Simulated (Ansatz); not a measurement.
Response to strain in TiB2

Base system: TiB2 (space group P6/mmm, No. 191).

```yaml
crystal:
  lattice:
    - [3.01728, 0.00000, 0.00000]
    - [-1.50864, 2.61304, 0.00000]
    - [0.00000, 0.00000, 3.18495]
  atoms:
    - { symbol: Ti, position: [0.00000, 0.00000, 0.00000] }
    - { symbol: B, position: [0.33333, 0.66667, 0.50000] }
    - { symbol: B, position: [0.66667, 0.33333, 0.50000] }
```

Cartesian axes are those of the cell as printed.

Strains are applied to the cell and any free atomic positions relax; under biaxial strain the out-of-plane vector relaxes too.

Levels (all Ansatz, a quantum-chemistry and plane-wave program, PAW, earlier PAW set): PBEsol (420 eV, no spin-orbit coupling); r2SCAN (500 eV, spin-orbit coupling left out); PBEsol+SOC (420 eV, noncollinear with spin-orbit coupling).

Pressures by level, all at the geometries relaxed with PBEsol:

| case | PBEsol | r2SCAN | PBEsol+SOC |
|---|---|---|---|
| base | 0.0 GPa | 4.3 GPa | 0.0 GPa |
| biaxial strain −4.21 %, plane normal [001], relaxed out of plane | 23.0 GPa | 28.2 GPa | 23.0 GPa |
| isotropic strain −1.04 % | 8.9 GPa | 13.6 GPa | 8.9 GPa |
| isotropic strain −0.86 % | 7.3 GPa | 11.9 GPa | 7.3 GPa |
| uniaxial strain ε_zz = −3.48 % | 9.0 GPa | 13.7 GPa | 9.0 GPa |
| tensor shear ε_xz = +2.61 % | 0.9 GPa | 5.3 GPa | 0.9 GPa |

Single points use the geometry relaxed with PBEsol. Their cutoffs differ, which shifts pressures a little. A case with no gap was solved on a k-mesh chosen for an insulator, which is coarse for it. The spin-orbit shifts are approximate. Without a gap, meshes like the base's 13×13×10 leave anisotropic stresses uncertain by several tenths of a GPa, and small strain energies with them. Whether these cells are dynamically stable was not tested. The runs without spin-orbit coupling are not spin-polarised.
